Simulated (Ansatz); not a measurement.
Consider MgS in the rock salt structure (space group Fm-3m, No. 225; a = 5.2031 Å).

All numbers come from Kohn–Sham DFT with the r2SCAN functional, run in Ansatz (an electronic-structure program) with PAW and 500 eV plane waves, without spin-orbit coupling.

Before the change:

The volume per atom comes out as 17.61 Å³. The electron mass comes out as 0.53 mₑ along k, 0.31 mₑ across (at X) and the smallest direct gap is 4.64 eV. The valley order is X along ⟨100⟩ 3.46 eV; Γ 4.64 eV.

Modification: a hydrostatic pressure of 0.3 GPa.

### Question
How does this affect the volume per atom, electron mass, smallest direct gap and valley order?

### Answer
The volume per atom shrinks by 0.07 Å³ to 17.54 Å³; the electron mass becomes 0.52 mₑ along k, 0.30 mₑ across (at X) (base: 0.53 mₑ along k, 0.31 mₑ across (at X)); the smallest direct gap increases by 0.03 eV (4.64 eV → 4.67 eV); the valley order (the lowest conduction-band minima on the path, energy above the VBM, named in the base's zone) becomes X along ⟨100⟩ 3.47 eV; Γ 4.67 eV (base: X along ⟨100⟩ 3.46 eV; Γ 4.64 eV).

Load acts through the strain it causes; cell and atoms are relaxed under it. Effective masses come from finite differences of ±0.01 Å⁻¹. Along k means along the line from Γ to the band edge. Whether these cells are dynamically stable was not tested.
